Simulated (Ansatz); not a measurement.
**The (31-40) surface of hcp Re in its 1x1 cell, outermost plane spacing 0.22 Å in the ideal cut**

Computed with r2SCAN, at the PBE geometry (plane waves to 500 eV, PAW; Ansatz, an electronic-structure program).

Set-up: 32 atoms, 10.2 Å thick at the start (thin: gaps and levels are the slab's own); mesh 9x4x1; 0.1 eV smearing; dipole correction on; single point; on the structure that PBE left under its start's symmetry; no spin, no spin-orbit, no U.

```yaml
surface energy (mean of both faces): 3.50 J/m²
work_function_of_the_top_face: 4.55 eV
cost: around 11 core-minutes (rough)
```
